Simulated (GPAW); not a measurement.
```
NaAsF6
1.0
    0.00000     3.96592     3.96592
    3.96592     0.00000     3.96592
    3.96592     3.96592     0.00000
Na As F
1 1 6
Direct
  0.50000   0.50000   0.50000
  0.00000   0.00000   0.00000
  0.78163   0.78163   0.21837
  0.21837   0.21837   0.78163
  0.21837   0.78163   0.78163
  0.78163   0.21837   0.21837
  0.78163   0.21837   0.78163
  0.21837   0.78163   0.21837
```

Computed with LDA (Perdew-Wang 92), GPAW PAW datasets LDA (gpaw-data 1.0.1) (plane waves; GPAW 25.7.0).

The set-up and first iterations of a GPAW log for NaAsF₆ (Fm-3m, 8 atoms in the cell):

```
Input parameters:
  convergence: {bands: -2}
  kpts: {gamma: True,
         size: (4, 4, 4)}
  maxiter: 120
  mode: {ecut: 900,
         name: pw}
  nbands: -4
  occupations: {name: fermi-dirac,
                width: 0.0}
  symmetry: {symmorphic: False,
             tolerance: 0.0005}

species:
  Na:
    name: Sodium
    Z: 11.0
    valence: 7
    core: 4
    charge: 0.0
    file: Na.LDA.gz

    # Using partial waves for Na as LCAO basis

  As:
    name: Arsenic
    Z: 33.0
    valence: 5
    core: 28
    charge: 0.0
    file: As.LDA.gz

    # Using partial waves for As as LCAO basis

  F:
    name: Fluorine
    Z: 9.0
    valence: 7
    core: 2
    charge: 0.0
    file: F.LDA.gz

    # Using partial waves for F as LCAO basis

Reference energy: -82012.369121  # eV

Spin-paired calculation

Convergence criteria:
 Maximum [total energy] change in last 3 cyles: 0.0005 eV / valence electron
   [... lines left out ...]

Hamiltonian:
  XC and Coulomb potentials evaluated on a 80*80*80 grid
  External potential:
    NoExternalPotential

Number of atoms: 8
Number of atomic orbitals: 35
Number of bands in calculation: 31
Number of valence electrons: 54
Bands to converge: 29

Density initialized from atomic densities
  31 bands from LCAO basis set

Atomic positions and initial magnetic moments

Positions:
   0 Na     3.965923    3.965923    3.965923    ( 0.0000,  0.0000,  0.0000)
   1 As     0.000000    0.000000    0.000000    ( 0.0000,  0.0000,  0.0000)
   2 F      3.965923    3.965923    6.199769    ( 0.0000,  0.0000,  0.0000)
   3 F      3.965923    3.965923    1.732077    ( 0.0000,  0.0000,  0.0000)
   4 F      6.199769    3.965923    3.965923    ( 0.0000,  0.0000,  0.0000)
   5 F      1.732077    3.965923    3.965923    ( 0.0000,  0.0000,  0.0000)
   6 F      3.965923    6.199769    3.965923    ( 0.0000,  0.0000,  0.0000)
   7 F      3.965923    1.732077    3.965923    ( 0.0000,  0.0000,  0.0000)

Unit cell:
           periodic     x           y           z      points  spacing
  1. axis:    yes    0.000000    3.965923    3.965923    40     0.1145
  2. axis:    yes    3.965923    0.000000    3.965923    40     0.1145
  3. axis:    yes    3.965923    3.965923    0.000000    40     0.1145

  Lengths:   5.608662   5.608662   5.608662
  Angles:   60.000000  60.000000  60.000000

Effective grid spacing dv^(1/3) = 0.1249
     iter     time        total  log10-change:
                         energy   eigst   dens
iter:   1 --:--:--   -43.472734   -0.03
iter:   2 --:--:--   -42.553078   -1.11  -1.09
iter:   3 --:--:--   -39.747794   +0.01  -1.14
iter:   4 --:--:--   -39.877671   -0.64  -1.49
iter:   5 --:--:--   -40.016642   -0.36  -1.60
iter:   6 --:--:--   -39.658849   -1.34  -1.71
iter:   7 --:--:--   -39.645175   -1.91  -2.30
iter:   8 --:--:--   -39.670221c  -1.72  -2.64
iter:   9 --:--:--   -39.648176c  -2.61  -2.27
iter:  10 --:--:--   -39.651028c  -2.02  -2.66
iter:  11 --:--:--   -39.645762c  -3.29  -2.62
iter:  12 --:--:--   -39.645506c  -3.36  -3.12
```

Task: How does the run end?

Result: The run converged in 30 iterations. Convergence of the loop says nothing yet on basis, mesh or lower states. It ends on: free energy E − TS (from the program's reference atoms) -39.6455 eV; top of the valence band (on the code's own zero) -3.51 eV; gap on the k-point mesh 5.46 eV; largest force (vector length) 0.455 eV/Å. The log goes on:

```
   [... 2 lines left out ...]
iter:  15 --:--:--   -39.645806c  -5.60  -3.19
iter:  16 --:--:--   -39.645660c  -5.07  -3.18
iter:  17 --:--:--   -39.645696c  -6.83  -3.29
iter:  18 --:--:--   -39.645465c  -3.93  -3.27
iter:  19 --:--:--   -39.645469c  -5.23  -4.13c
iter:  20 --:--:--   -39.645586c  -4.22  -4.12c
iter:  21 --:--:--   -39.645492c  -5.14  -3.44
iter:  22 --:--:--   -39.645489c  -6.27  -3.71
iter:  23 --:--:--   -39.645488c  -7.21  -3.76
iter:  24 --:--:--   -39.645481c  -6.40  -3.77
iter:  25 --:--:--   -39.645472c  -5.87  -3.84
iter:  26 --:--:--   -39.645467c  -5.72  -4.02c
iter:  27 --:--:--   -39.645466c  -6.01  -4.42c
iter:  28 --:--:--   -39.645466c  -7.01  -4.92c
iter:  29 --:--:--   -39.645466c  -6.58  -4.83c
iter:  30 --:--:--   -39.645466c  -7.96c -4.96c
Converged after 30 iterations.

Dipole moment: (-0.000000, -0.000000, -0.000000) |e|*Ang

Energy contributions relative to reference atoms: (reference = -82012.369121)

Kinetic:        +54.461944
Potential:      -48.345390
External:        +0.000000
XC:             -45.940251
Entropy (-ST):   +0.000000
Local:           +0.178231
SIC:             +0.000000
--------------------------
Free energy:    -39.645466
Extrapolated:   -39.645466

Showing only first 2 kpts
 Kpt  Band  Eigenvalues  Occupancy
  0    25     -3.50501    2.00000
  0    26     -3.50501    2.00000
  0    27      1.95141    0.00000
  0    28      5.79880    0.00000

  1    25     -3.66065    2.00000
  1    26     -3.50684    2.00000
  1    27      2.52182    0.00000
  1    28      6.11739    0.00000

Fermi level: -0.77680

Gap: 5.456 eV
Transition (v -> c):
  (s=0, k=0, n=26, [0.00, 0.00, 0.00]) -> (s=0, k=0, n=27, [0.00, 0.00, 0.00])
No difference between direct/indirect transitions
   [... lines left out ...]
  1 As   -0.00000   -0.00000   -0.00000
  2 F     0.00000    0.00000   -0.45478
  3 F     0.00000    0.00000    0.45478
  4 F    -0.45478    0.00000   -0.00000
  5 F     0.45478   -0.00000    0.00000
  6 F     0.00000   -0.45478    0.00000
  7 F     0.00000    0.45478    0.00000

Stress tensor:
     0.000526     0.000000     0.000000
     0.000000     0.000526    -0.000000
     0.000000    -0.000000     0.000526
Stress (GPa, Voigt): [ 0.0843  0.0843  0.0843 -0.      0.      0.    ]
```

For comparison: a first run (DFT PBEsol, plane waves, GPAW PAW datasets PBEsol (made by gpaw-setup)) was changed to give this one (xc: PBEsol → LDA; potentials: GPAW PAW datasets LDA (gpaw-data 1.0.1)), and from it to this one the largest force goes from 0.715 to 0.455 eV/Å and the gap on the mesh goes from 5.654 to 5.456 eV.

The starting cell comes from a database of computed structures (which also holds hypothetical and non-ambient phases and stackings), without a prior relaxation at this level. Its lattice was rescaled by a random factor within 2.5 % of one.

The run was DFT LDA (Perdew-Wang 92), plane waves, GPAW PAW datasets LDA (gpaw-data 1.0.1). Main settings of its input:

```
key                        value
-------------------  -----------
mode                          pw
ecut                      900 eV
xc                           LDA
kpts                       4 4 4
mesh shift (steps)         0 0 0
occupations.name     fermi-dirac
occupations.width           0 eV
nbands                        -4
convergence.bands             -2
symmetry.symmorphic        false
symmetry.tolerance        0.0005
maxiter                      120
```
